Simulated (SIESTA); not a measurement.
Band structure of MgCd2 (C2/m, 6 atoms in the cell).

```yaml
crystal:
  lattice:
    - [5.84365, -1.54269, 0.00000]
    - [5.84365, 1.54269, 0.00000]
    - [-2.17098, 0.00000, 7.03542]
  atoms:
    - { symbol: Mg, position: [0.47363, 0.47363, 0.19795] }
    - { symbol: Mg, position: [0.52637, 0.52637, 0.80205] }
    - { symbol: Cd, position: [0.19157, 0.19157, 0.13775] }
    - { symbol: Cd, position: [0.80843, 0.80843, 0.86225] }
    - { symbol: Cd, position: [0.86199, 0.86199, 0.46981] }
    - { symbol: Cd, position: [0.13801, 0.13801, 0.53019] }
```

Computed with LDA PW92, numerical atomic orbitals TZP, PseudoDojo LDA standard norm-conserving potentials (rewritten from UPF to PSML) (SIESTA).

Settings: XC.functional = LDA; XC.authors = PW92; potentials = PseudoDojo LDA standard; PAO.BasisSize = TZP; PAO.EnergyShift = 0.005 Ry; MeshCutoff = 350 Ry; kgrid.MonkhorstPack = 5 5 3; OccupationFunction = FD; ElectronicTemperature = 0.1 eV; MaxSCFIterations = 150; SCF.Mixer.Method = Pulay; SCF.Mixer.Weight = 0.1; SCF.Mixer.History = 6; SCF.DM.Tolerance = 1.0E-04.

The starting cell comes from a database of computed structures (which also holds hypothetical and non-ambient phases and stackings), without a prior relaxation at this level. Values carry the incompleteness of an atom-centred basis.

Levels in eV from the Fermi level, bands 47 to 52:
```
point     47     48     49     50     51     52
-----  -----  -----  -----  -----  -----  -----
Γ      -5.17  -3.14  -3.11  -2.50  -1.82   2.87
Y      -5.13  -4.98  -2.58  -2.35   2.84   2.92
F      -4.36  -4.10  -3.82  -1.85  -0.03   2.59
L      -5.88  -5.51  -1.52  -1.33   1.76   2.59
I      -2.82  -2.78  -1.87  -1.37   1.18   1.23
I1     -2.82  -2.78  -1.87  -1.37   1.18   1.23
Z      -3.61  -3.47  -1.63  -1.52  -0.39  -0.08
F1     -4.36  -4.10  -3.82  -1.85  -0.03   2.59
X1     -2.55  -2.09  -2.08   0.15   0.29   1.31
X      -2.55  -2.09  -2.08   0.15   0.29   1.31
N      -2.68  -2.51  -1.27  -1.25   0.67   1.05
M      -1.70  -1.64  -0.80  -0.50  -0.28   0.35
```

Bands cross the Fermi level along this path, so the cell is metallic at this level.

Higher empty bands are left out: an atom-centred basis made for the valence describes them poorly.
